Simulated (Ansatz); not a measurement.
Consider CsBH4 (space group F-43m, No. 216; a cell from a computed database, its experimental status unchecked).

```
CsBH4
1.0
    0.00000     3.61231     3.61231
    3.61231     0.00000     3.61231
    3.61231     3.61231     0.00000
Cs B H
1 1 4
Cartesian
  0.00000   0.00000   0.00000
  3.61231   3.61231   3.61231
  4.32562   4.32562   2.89900
  4.32562   2.89900   4.32562
  2.89900   4.32562   4.32562
  2.89900   2.89900   2.89900
```

Cartesian axes are those of the cell as printed.

The values are results of PBEsol (Ansatz, a first-principles code; PAW; 420 eV plane waves; spin-orbit coupling left out), not measurements.

Before the change:

| Property | Result |
|---|---|
| Electron mass | 2.7 mₑ along k, 0.49 mₑ across (at X) |
| Band gap | 5.46 eV |

One thing is altered: a pure shear with ε_xy = ε_yx = 0.0170; the atoms relax in the strained cell.

Q: Predict the new largest internal atomic displacement, electron mass, band gap and stress.

A: The largest internal atomic displacement is 0.019 Å; the electron mass becomes 2.6 mₑ along k, 0.49 mₑ across (at X) (base: 2.7 mₑ along k, 0.49 mₑ across (at X)); the band gap drops by 0.02 eV, from 5.46 eV to 5.44 eV; the stress (xx, yy, zz, yz, xz, xy; compression positive) amounts to (-0.01, -0.01, -0.02, 0.00, 0.00, -0.12) GPa.

Masses are band curvatures over ±0.01 Å⁻¹ around the edge. Along k means along the line from Γ to the band edge. No phonon test of stability was made.
